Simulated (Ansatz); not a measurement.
**A computed series for ZnCu2SnS4: pressure series**

The parent structure is ZnCu$_{2}$SnS$_{4}$ (space group I-4, No. 82; a = 5.4145 Å, c = 10.8227 Å).

Cell and atoms are relaxed at each pressure.

Level of theory: r2SCAN/PAW in Ansatz (a quantum-chemistry and plane-wave program), scalar-relativistic without spin-orbit coupling, earlier PAW set.

Candidates:
(a) pressure 0.7 GPa
(b) pressure 7.5 GPa
(c) pressure 3 GPa
(d) pressure 1.5 GPa

Base values:

| Property | Value |
|---|---|
| Band gap | 0.47 eV |

Question: Order them by band gap, lowest first.

Answer: (a) pressure 0.7 GPa (0.50 eV), (d) pressure 1.5 GPa (0.53 eV), (c) pressure 3 GPa (0.58 eV), (b) pressure 7.5 GPa (0.73 eV)

Load acts through the strain it causes; cell and atoms are relaxed under it. Stability against distortions was not tested. Competing high-pressure phases were not computed. The final runs are not spin-polarised.
